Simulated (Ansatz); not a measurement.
Amorphous Si$_{24}$O$_{51}$Ga$_{2}$, 77 atoms at 2.36 g/cm³, one PBE-relaxed geometry, zone centre. Methods: PBE, scalar-relativistic without spin-orbit coupling (Ansatz, a program for electronic structure); r2SCAN, scalar-relativistic without spin-orbit coupling (Ansatz); HSE06, scalar-relativistic without spin-orbit coupling (Ansatz). Plane waves to 420 eV (r2SCAN 500 eV); exact exchange is cut at the cell's faces. All rungs ran without spin polarisation.

It comes from a melt-quench run on a machine-learned potential (CHGNet), relaxed afterwards by DFT. O atoms were pushed apart under 1.9 Å during the dynamics, to hinder bonds among them. The hot cell started wider than the set density and was brought back towards it in steps. It is the lowest in DFT energy of 2 quenches. It is a model cell: composition and starting density were chosen by hand, and all elements were melted together. No dispersion term was used. Its density started from a set value of 2.36 and ended at 2.36 g/cm³. The quench (nominally 320 K/ps over its main leg) was far faster than any real one, so the model tends to hold more defects than a real film. Values belong to this one cell and scatter from quench to quench. The volume was held where the preparation left it and the shape relaxed, at a PBE pressure of 3.5 GPa. Stress components on the final sampling reach 3.5 GPa.

The relaxation ran on the zone centre alone. At PBE the gap is 4.57 eV on a 2×2×2 Γ-centred mesh, and the spacing at the zone centre alone 4.59 eV.

Q: What zone-centre spacing does r2SCAN give, roughly?

A: 5.24 eV (+0.65 eV against PBE).

Q: What zone-centre spacing does HSE06 give, roughly?

A: 6.46 eV (+1.87 eV against PBE).

The highest filled and the lowest empty state spread over these numbers of atoms (participation numbers): PBE: 21.4 and 17.5; r2SCAN: 20.8 and 16.6; HSE06: 22.4 and 19.5.
